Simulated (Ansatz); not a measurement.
The starting structures come from a database of crystals and need not be the phases stable at ambient conditions.

Inside the gap of an insulator the Bloch states are evanescent, with a wavenumber k + iκ along the transport direction.

Data:

```xyz
2
Lattice="3.0886 0.0000 0.0000 0.0000 3.0886 0.0000 1.5443 1.5443 2.1185" Properties=species:S:1:pos:R:3 pbc="T T T"
Al     0.0000     0.0000     0.0000
N      1.5443     3.0886     1.0592
```

Space group of this cell: I-4m2. The cell is strained (lengths along the current scaled by 0.97, ions clamped); by r2SCAN its mean pressure is 7.0 GPa.

Transport runs along the normal of the first two printed cell vectors, the (001) (indices of the unstrained crystal) plane of the conventional cell.

The gap is the functional's own. No spin-orbit coupling. Mid-gap values are interpolated on the energy grid.

Q: Estimate the band gap and the smallest decay constant κ at mid-gap that r2SCAN run with Ansatz (a program for electronic structure) returns for this system.

A: Gap 3.79 eV on a 14×14×14 mesh; κ = 0.311 1/Å, at the zone centre.
